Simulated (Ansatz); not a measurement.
CaB6-type YB6, treated with PBEsol (Ansatz, a quantum-chemistry and plane-wave program, plane waves, PAW).

Input file:

Ansatz 0.2 input:
```yaml
crystal:
  lattice:
    - [4.1024016383, 0.0, 0.0]
    - [0.0, 4.1024016383, 0.0]
    - [0.0, 0.0, 4.1024016383]
  atoms:
    - { symbol: Y, position: [0.0, 0.0, 0.0] }
    - { symbol: B, position: [0.8011945129, 0.5, 0.5] }
    - { symbol: B, position: [0.5, 0.1988054871, 0.5] }
    - { symbol: B, position: [0.5, 0.8011945129, 0.5] }
    - { symbol: B, position: [0.1988054871, 0.5, 0.5] }
    - { symbol: B, position: [0.5, 0.5, 0.8011945129] }
    - { symbol: B, position: [0.5, 0.5, 0.1988054871] }
basis:
  ecutwfc: 520
  ecutrho_ratio: 4
  xc_grid: 2
kpoints:
  mp_grid: { grid: [14, 14, 14] }
hamiltonian:
  xc: pbesol
  dispersion: none
  pseudopotentials: { kind: paw }
scf:
  occupations: { method: fermi_dirac, width: 0.05 }
output:
  forces: true
  stress: true
  eigenvalues: true
relax:
  f_tol: 0.004
  escape_saddle: false
  max_steps: 80
```

From the output:

```
WARN output.stress: scf.convergence.dr2_threshold = 1.6e-8 eV (the default of a walk held to its f_tol) is looser than the 7e-10 eV advised for a printed …
Relaxation: its limit of steps is 80 (relax.max_steps)
Crystal: 7 atoms, lattice volume = 69.042 Å³
Basis set: ecut = 520 eV, 1863 PW (Γ), exchange–correlation on 64×64×64 points (8 copies of the dense FFT grid, shifted against one another)
Bands: 22, of which v1, the nominal top of the filled ones, is band 15 counted from 1 (14 counted from 0)
Symmetry: 48 space group operations
Space group: Pm-3m (ITA 221), of the structure as read, at distance tolerance 4.1e-5 Å
k-points: 120 of 2744
Functional: x = pbesol(κ = 0.804, μ = 0.12345679012345678), c = pbesol(β = 0.046)
SCF iter   1: F=—  HF=-4713.901635 eV  |F-HF|=—  |Δ(HF+E_count)|=         —  Δρ=5.17e-3  dr2=4.24e-2
SCF iter   2: F=—  HF=-4713.893373 eV  |F-HF|=—  |Δ(HF+E_count)|=   8.26e-3  Δρ=3.00e-3  dr2=1.46e-2
  ...
SCF 1 converged in 6 iterations: F = -4713.889424 eV  dr2 = 1.80e-8
Crystal: 7 atoms, lattice volume = 69.042 Å³
Initial density: handed on by an earlier stage of this run
SCF 2 converged in 3 iterations: F = -4713.889587 eV  dr2 = 2.42e-8
Crystal: 7 atoms, lattice volume = 69.042 Å³
SCF 3 converged in 3 iterations: F = -4713.889647 eV  dr2 = 1.69e-8
Crystal: 7 atoms, lattice volume = 69.042 Å³
SCF iter   1: F=—  HF=-4713.889635 eV  |F-HF|=—  |Δ(HF+E_count)|=         —  Δρ=6.52e-6  dr2=1.69e-8
SCF iter   2: F=-4713.889647 eV  HF=-4713.889647 eV  |F-HF|=2.20e-10  |Δ(HF+E_count)|=   1.16e-5  Δρ=4.00e-6  dr2=6.64e-9
SCF 4 converged in 2 iterations: F = -4713.889647 eV  dr2 = 6.64e-9
relax step   4: F+E_penalty+E_count = -4713.88964686 eV  Δ(F+E_penalty+E_count) = -8.349e-10 eV  max|allowed force component| = 3.289e-4 eV/Å  Δτ_max = 0.0000 Å  (2 SCF iters, accepted)
SCF converged after 2 iterations
Free energy (F): -4713.889647 eV
Internal energy: -4713.882388 eV  (E = F + TS)
E sigma→0 (E₀):  -4713.886017 eV
Fermi energy:    11.422712 eV
--- Forces (eV/Å), atoms counted from 1 ---
  atom   1  Y     -0.00000000    -0.00000000     0.00000000
  atom   2  B     -0.00032891    -0.00000000     0.00000000
  atom   3  B     -0.00000000     0.00032891     0.00000000
  atom   4  B      0.00000000    -0.00032891     0.00000000
  atom   5  B      0.00032891     0.00000000     0.00000000
  atom   6  B     -0.00000000     0.00000000    -0.00032891
  atom   7  B     -0.00000000     0.00000000     0.00032891
--- Stress (GPa, compression-positive) ---
       -3.388396       0.000000       0.000000
       -0.000000      -3.388396       0.000000
       -0.000000      -0.000000      -3.388396
  P = ⅓ Tr σ = -3.3884 GPa (-33.884 kbar)
```

The cell is one volume of an energy–volume scan, off the minimum.

The PAW data were made under PBE.

Note: the relaxation could not lower the start's symmetry, so the cell can be a saddle point above a distorted one.

Computing time: roughly 40 core-seconds.
